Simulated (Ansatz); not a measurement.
**Quick settings and what they miss: Be5Au (F-43m, 6 atoms in the cell)**

Self-consistent single point.

```
CELL_PARAMETERS angstrom
      0.00000     2.99980     2.99980
      2.99980     0.00000     2.99980
      2.99980     2.99980     0.00000
ATOMIC_POSITIONS crystal
  Be 0.62475 0.62475 0.12575
  Be 0.62475 0.12575 0.62475
  Be 0.62475 0.62475 0.62475
  Be 0.12575 0.62475 0.62475
  Be 0.25000 0.25000 0.25000
  Au 0.00000 0.00000 0.00000
```

Computed with r2SCAN, default PAW files made with PBE (plane waves; Ansatz, a first-principles code).

Base settings: basis.ecutwfc = 500 eV; kpoints.mp_grid.grid = 7 7 7; hamiltonian.xc = r2scan; hamiltonian.pseudopotentials = {kind: paw} (the program's default PAW files); scf.occupations.method = cold; scf.occupations.width = 0.05 eV.

Tight run (finer mesh or higher cutoff; not a proven limit): basis.ecutwfc: 500 eV → 700 eV; kpoints.mp_grid.grid: 7 7 7 → 10 10 10; scf.convergence.dr2_threshold: default (1e-07 eV) → 1e-09 eV. It gave Fermi level (on the code's own zero) 13.61 eV; pressure 7.76 GPa; largest force (vector length) 0.035 eV/Å.

Quick runs, as changes from the base:
- A: the base itself
- B: basis.ecutwfc: 500 eV → 250 eV; kpoints.mp_grid.grid: 7 7 7 → 1 1 1; hamiltonian.xc: r2scan → lda [LDA (PW92)]
- C: basis.ecutwfc: 500 eV → 250 eV; kpoints.mp_grid.grid: 7 7 7 → 3 3 3; hamiltonian.xc: r2scan → lda; scf.convergence.dr2_threshold: default (1e-07 eV) → 0.0001 eV [LDA (PW92)]
- D: basis.ecutwfc: 500 eV → 250 eV; kpoints.mp_grid.grid: 7 7 7 → 8 8 8; scf.occupations.method: cold → fermi_dirac; scf.occupations.width: 0.05 eV → 0.5 eV; scf.convergence.dr2_threshold: default (1e-07 eV) → 0.001 eV
- E: basis.ecutwfc: 500 eV → 400 eV; kpoints.mp_grid.grid: 7 7 7 → 2 2 2; scf.occupations.method: cold → methfessel_paxton; scf.occupations.width: 0.05 eV → 0.5 eV
- F: basis.ecutwfc: 500 eV → 420 eV; kpoints.mp_grid.grid: 7 7 7 → 4 4 4; hamiltonian.xc: r2scan → lda; scf.occupations.method: cold → methfessel_paxton; scf.occupations.width: 0.05 eV → 0.2 eV [LDA (PW92)]

Energies are extrapolated to zero smearing width, which holds to low order in the width alone.

Dashes: energy of B, C, F, another energy zero; count of B, C, F, another kind of functional, whose work the count does not hold.

† marks runs with another functional, U, potentials or spin treatment: their distance from the tight run is not a convergence error alone.

The count of work is k-points × plane waves × bands × iterations; it is no time. 

Pressures in the table are Ansatz's without its Pulay estimate, at a fixed set of plane waves; the tight run's value above holds the estimate.

The starting cell comes from a database of computed structures (which also holds hypothetical and non-ambient phases and stackings), without a prior relaxation at this level. Its lattice was rescaled by a random factor within 2.5 % of one. In the base run, with a pressure of about 8 GPa the cell is away from its equilibrium volume at this level.

```csv
run,energy less tight (meV/atom),pressure less tight (GPa),largest miss in a force vector (eV/Å),count of work / tight
A,2.5,-0.14,0.005,0.20
B†,–,-12.77,1.669,–
C†,–,-37.09,0.063,–
D,254.8,-29.86,0.086,0.11
E,15.4,-1.84,0.083,0.022
F†,–,-7.24,0.015,–
```

Among the runs at the tight run's level, the energy misses run from 2.5 to 254.8 meV/atom.

Keys are those of Ansatz 0.2.
